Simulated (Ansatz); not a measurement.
TiO2 (I4₁/amd, No. 141, 6 atoms in the cell; start mp-34688; metastable phase), treated with PBE0 (PAW; Ansatz, a quantum-chemistry and plane-wave program).

Input:

Ansatz 0.2 input:
```yaml
crystal:
  lattice:
    - [2.665571612, -2.6656455855, -0.0200415403]
    - [2.665571612, 2.6656455855, -0.0200415403]
    - [-2.629675825, 0.0, 4.7961279693]
  atoms:
    - { symbol: Ti, position: [0.1250011504, 0.8749988496, 0.25] }
    - { symbol: Ti, position: [0.8749988496, 0.1250011504, 0.75] }
    - { symbol: O, position: [0.3325263642, 0.0825311898, 0.6650549261] }
    - { symbol: O, position: [0.6674736358, 0.9174688102, 0.3349450739] }
    - { symbol: O, position: [0.9174688102, 0.6674736358, 0.8349450739] }
    - { symbol: O, position: [0.0825311898, 0.3325263642, 0.1650549261] }
basis:
  ecutwfc: 460
  ecutrho_ratio: 4
  xc_grid: 2
kpoints:
  mp_grid: { grid: [6, 6, 6] }
  band_path: { path: [[0, 0, 0], [0.4375, 0.4375, -0.4375]], npoints: 1 }
hamiltonian:
  xc: pbe0
  dispersion: none
  pseudopotentials: { kind: paw }
scf:
  occupations: { method: fermi_dirac, width: 0.01 }
  convergence: { dr2_threshold: 0.0000000006 }
output:
  forces: true
  stress: true
  eigenvalues: true
  write_bands: true
```

Excerpt of the program's output:

```
WARN the atoms were moved onto the symmetric positions of the space group found under crystal.symmetry.tolerance 1.0e-5 (fractional …
WARN output.stress: scf.exx.energy_threshold = 1e-6 eV is looser than the 6e-8 eV advised for a stress under a hybrid functional (1e-8 eV for each atom of the …
Crystal: 6 atoms, lattice volume = 67.877 Å³
Basis set: ecut = 460 eV, 1533 PW (Γ), exchange–correlation on 54×54×80 points (8 copies of the dense FFT grid, shifted against one another)
Bands: 30, of which v1, the nominal top of the filled ones, is band 24 counted from 1 (23 counted from 0)
Symmetry: 16 space group operations
Space group: I41/amd (ITA 141), of the structure as read, at distance tolerance 4.1e-5 Å
k-points: 30 of 216
Functional: x = pbe(κ = 0.804, μ = 0.2195149727645171), c = pbe(β = 0.06672455060314922), warm-up for x = 0.75 pbe(κ = 0.804, μ = 0.2195149727645171) + 0.25 exact, c = pbe(β = 0.06672455060314922)
SCF iter   1: F=—  HF=-7277.487253 eV  |F-HF|=—  |Δ(HF+E_count)|=         —  Δρ=3.78e-3  dr2=4.01e-3
SCF iter   2: F=—  HF=-7277.490014 eV  |F-HF|=—  |Δ(HF+E_count)|=   2.76e-3  Δρ=3.11e-3  dr2=5.49e-3
  ...
Crystal: 6 atoms, lattice volume = 67.877 Å³
Initial density: handed on by an earlier stage of this run
Functional: x = 0.75 pbe(κ = 0.804, μ = 0.2195149727645171) + 0.25 exact, c = pbe(β = 0.06672455060314922)
Crystal: 6 atoms, lattice volume = 67.877 Å³
Crystal: 6 atoms, lattice volume = 67.877 Å³
SCF iter   2: F=—  HF=-7276.843395 eV  |F-HF|=—  |Δ(HF+E_count)|=   6.25e-8  Δρ=2.82e-6  dr2=2.51e-9
SCF iter   3: F=-7276.843395 eV  HF=-7276.843395 eV  |F-HF|=2.41e-10  |Δ(HF+E_count)|=   4.31e-9  Δρ=1.27e-6  dr2=3.44e-10
SCF 4 converged in 3 iterations: F = -7276.843395 eV  dr2 = 3.44e-10
Free energy (F): -7276.843395 eV
Internal energy: -7276.843395 eV  (E = F + TS)
E sigma→0 (E₀):  -7276.843395 eV
Fermi energy:    8.166086 eV
--- Forces (eV/Å), atoms counted from 1 ---
  atom   1  Ti     0.00000000    -0.00000000     0.00000000
  atom   2  Ti    -0.00000000     0.00000000    -0.00000000
  atom   3  O     -0.00105085     0.00000000    -0.13979238
  atom   4  O      0.00105085    -0.00000000     0.13979238
  atom   5  O      0.00105085     0.00000000     0.13979238
  atom   6  O     -0.00105085    -0.00000000    -0.13979238
--- Stress (GPa, compression-positive) ---
       -0.876140      -0.000000      -0.004910
       -0.000000      -0.876104      -0.000000
       -0.004910      -0.000000      -1.529338
  P = ⅓ Tr σ = -1.0939 GPa (-10.939 kbar)
```

The PAW data were made under PBE.

Note: cell and atoms aren't relaxed at this level (largest force component 0.14 eV/Å, pressure -1.1 GPa).

A start named mp-… is a Materials Project structure, which need not be a measured phase.
